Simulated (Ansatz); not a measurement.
For TaP (I4₁md, No. 109, 4 atoms in the cell; start mp-1067587), LDA (plane waves, PAW; Ansatz, a first-principles code) gives:

| Quantity | Result |
|---|---|
| lattice constant a | 3.291 Å |
| c axis length | 11.202 Å |
| bulk modulus | 226 GPa |
| cohesive energy | 8.05 eV/atom |

**Question.** What does PBEsol (Ansatz, PAW) give for the same quantities?

**Answer.** 
- lattice constant a: 3.310 Å (rises by 0.6 %)
- lattice parameter c: 11.271 Å (grows by 0.6 %)
- bulk modulus: 218 GPa (falls by 3.5 %)
- cohesive energy: 7.46 eV/atom (shrinks by 0.59 eV/atom)

Changes are worked out from the printed values.

Unless a cell is named, each level is at its own relaxed cell (LDA 15.17, PBEsol 15.44 Å³/atom).

Levels without +SOC leave out spin–orbit coupling, which shifts energies and cells of such heavy elements.

Caveats: the bulk modulus is −V dP/dV from two relaxed cells at ±2 % in volume (LDA, PBEsol); the relaxation could not lower the start's symmetry, so the cell can be a saddle point above a distorted one (LDA, PBEsol). Ansatz's density-functional and Hartree–Fock values are scalar-relativistic unless marked +SOC, with PAW data made under PBE.

A start named mp-… is a Materials Project structure, which need not be a measured phase.
